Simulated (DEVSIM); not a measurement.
System: Si n+/n-/n+ resistor, at 250 K.

Layer 1 from the left is Si, thickness (μm) 0.340, Nd (cm⁻³) 3.9e17, τn (s) 4.5e-5, τp (s) 4.5e-5. Layer 2 from the left is Si, thickness (μm) 1.10, Nd (cm⁻³) 4.5e13, τn (s) 4.5e-5, τp (s) 4.5e-5. Layer 3 from the left is Si, thickness (μm) 0.600, Nd (cm⁻³) 8.6e17, τn (s) 4.5e-5, τp (s) 4.5e-5.

Left contact: ohmic. Right contact: ohmic. Voltage is applied to the left contact. Recombination: SRH at mid-gap, Auger. Mobility is constant in doping.

The device is made up for the run: typed textbook-type constants, with dimensions and the other settings drawn at random. Values at 300 K; Nc and Nv go as T^1.5, mobilities as T to minus their exponent, the gap by Varshni's rule with the affinity fixed.

Si: gap (eV) 1.124, affinity (eV) 4.05, permittivity 11.7, Nc (cm⁻³) 2.86e19, Nv (cm⁻³) 3.1e19, μn (cm²/Vs) 1417, μp (cm²/Vs) 470, T exponent of μn 2.3, T exponent of μp 2.2, Cn (cm⁶/s) 2.8e-31, Cp (cm⁶/s) 9.9e-32, Varshni α (eV/K) 0.000473, Varshni β (K) 636.

Simulated with DEVSIM: 1D drift-diffusion, Boltzmann statistics, complete ionisation; no tunnelling, impact ionisation, image-force lowering or self-heating.

Problem. What does the simulation give for the dark forward voltage at 100 A/cm²?

Solution. dark forward voltage at 100 A/cm² 0.070 V.
